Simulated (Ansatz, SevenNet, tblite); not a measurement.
# How well does each level of theory give the cohesive energy of antifluorite K2S?

Reference value: 2.9 ± 0.03 eV/atom (derived here from tabulated measurements, copied from a table, unchecked, brought to a static lattice with a Debye model, atoms in their spin–orbit ground levels; inputs from the CRC Handbook).

| level (code) | value (eV/atom) | cell (Å³/atom) | error (eV/atom) |
|---|---|---|---|
| GFN1-xTB (tblite) | 5.18 | 30.12 | +2.28 |
| SevenNet-l3i5 (SevenNet) | 2.17 | 34.58 | -0.73 |
| LDA (Ansatz) | 3.11 | 30.98 | +0.21 |
| PBE (Ansatz) | 2.68 | 34.64 | -0.22 |
| PBE0 (Ansatz) | 2.66 | 34.02 | -0.24 |

Leaving aside GFN1-xTB, SevenNet-l3i5, which can be fitted to such values or carry a doubt: With a margin of 0.10 eV/atom (twice that across the reference) picked here for doubts on the reference and the settings, these levels can't be ranked. Every level misses the reference by more than 0.2 eV/atom.

GFN1-xTB: the free atoms are run in the same model without spin. GFN1-xTB: the method was fitted mainly to molecules. GFN1-xTB: the run uses a supercell at the zone centre in place of a k mesh. SevenNet-l3i5: free atoms can lie outside what these potentials were trained on. Each level is taken at its own relaxed cell. Cutoffs and k meshes differ between the levels. Ansatz's density-functional and Hartree–Fock values are scalar-relativistic unless marked +SOC, with PAW data made under PBE.

Machine-learned potentials (SevenNet-l3i5) are trained on DFT data, which may include these solids.

Differences are worked out from the printed values.

Ansatz is a quantum-chemistry and plane-wave program.
